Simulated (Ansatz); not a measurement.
The reference is CdSe in the zinc blende structure (space group F-43m, No. 216; a = 6.196 Å).

Calculations: PBE in Ansatz (plane waves to 420 eV, PAW, scalar-relativistic without spin-orbit coupling), earlier PAW set.

For the base:

The valley order is Γ 0.49 eV; X along ⟨100⟩ 3.25 eV.

Perturbation: a hydrostatic pressure of 30 GPa.

What happens to the valley order?

The valley order (the lowest conduction-band minima on the path, energy above the VBM, named in the base's zone) goes from Γ 0.49 eV; X along ⟨100⟩ 3.25 eV to Γ 1.10 eV; X along ⟨100⟩ 2.53 eV.

The levels and masses belong to the bands next to the band gap. Load acts through the strain it causes; cell and atoms are relaxed under it. No phonon test of stability was made. Tetrahedral semiconductors of this kind turn to denser phases somewhere between about 1 and 50 GPa; those were not computed, so compressed cells here can lie past the real transition.

Ansatz is a quantum-chemistry and plane-wave program.
